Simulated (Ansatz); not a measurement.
The starting structures come from a database of crystals and need not be the phases stable at ambient conditions.

By PBEsol, the system below comes out a metal.

Without scattering a metal conducts by its projected Fermi surface.

Given:

```
CELL_PARAMETERS angstrom
      3.78930     0.00000     0.00000
      0.00000     3.78930     0.00000
      1.89465    -1.89465     1.83781
ATOMIC_POSITIONS crystal
  Sn 0.00000 0.00000 0.00000
```

Space group of this cell: I4/mmm. The cell is strained (lengths along the current scaled by 0.97, ions clamped); by PBEsol its mean pressure is -0.5 GPa.

The current flows along the normal of the first two printed cell vectors, the (001) (indices of the unstrained crystal) plane of the conventional cell. No spin-orbit coupling; the value is a mean over 0.1 eV about the Fermi level.

### Question
Estimate the ballistic conductance per area that PBEsol in Ansatz (a program for electronic structure) returns for this system.

### Answer
1.3 × 10¹⁵ S/m² for both spins.
